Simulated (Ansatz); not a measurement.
**A computed series for CuAu: response to strain**

The reference is CuAu (space group P4/mmm, No. 123; relaxed with 0.1 eV smearing).

```xyz
2
Lattice="2.8694 0.0000 0.0000 0.0000 2.8694 0.0000 0.0000 0.0000 3.6452" Properties=species:S:1:pos:R:3 pbc="T T T"
Cu     0.0000     0.0000     0.0000
Au     1.4347     1.4347     1.8226
```

Cartesian axes are those of the cell as printed.

Strains are applied to the cell and any free atomic positions relax; under biaxial strain the out-of-plane vector relaxes too.

Level of theory: Kohn–Sham DFT with the PBE functional, run in Ansatz (a quantum-chemistry and plane-wave program) with PAW and 420 eV plane waves, no SOC.

Notes on the quantities. pressure: mean of the normal stresses, compression positive.

```csv
case,out-of-plane strain,pressure,shortest interatomic distance
base,–,0.0 GPa,2.727 Å
"biaxial strain −3.00 %, plane normal [001], relaxed out of plane",+5.05 %,2.0 GPa,2.746 Å
"biaxial strain −2.50 %, plane normal [001], relaxed out of plane",[?],1.6 GPa,2.743 Å
"biaxial strain −1.50 %, plane normal [001], relaxed out of plane",+2.56 %,[?],2.736 Å
"biaxial strain −0.50 %, plane normal [001], relaxed out of plane",+0.87 %,[?],2.731 Å
"biaxial strain +1.00 %, plane normal [001], relaxed out of plane",-1.81 %,-0.3 GPa,2.721 Å
"biaxial strain +1.50 %, plane normal [001], relaxed out of plane",-2.74 %,-0.3 GPa,[?]
"biaxial strain +2.00 %, plane normal [001], relaxed out of plane",-3.68 %,-0.3 GPa,2.714 Å
"biaxial strain +2.50 %, plane normal [001], relaxed out of plane",-4.60 %,-0.4 GPa,2.711 Å
"biaxial strain +3.00 %, plane normal [001], relaxed out of plane",-5.50 %,-0.4 GPa,2.708 Å
```

Problem. Complete the table.

Solution. 
- biaxial strain −2.50 %, plane normal [001], relaxed out of plane, out-of-plane strain: +4.24 %
- biaxial strain −1.50 %, plane normal [001], relaxed out of plane, pressure: 0.8 GPa
- biaxial strain −0.50 %, plane normal [001], relaxed out of plane, pressure: 0.2 GPa
- biaxial strain +1.50 %, plane normal [001], relaxed out of plane, shortest interatomic distance: 2.717 Å

Whether these cells are dynamically stable was not tested. All final runs are without spin polarisation.
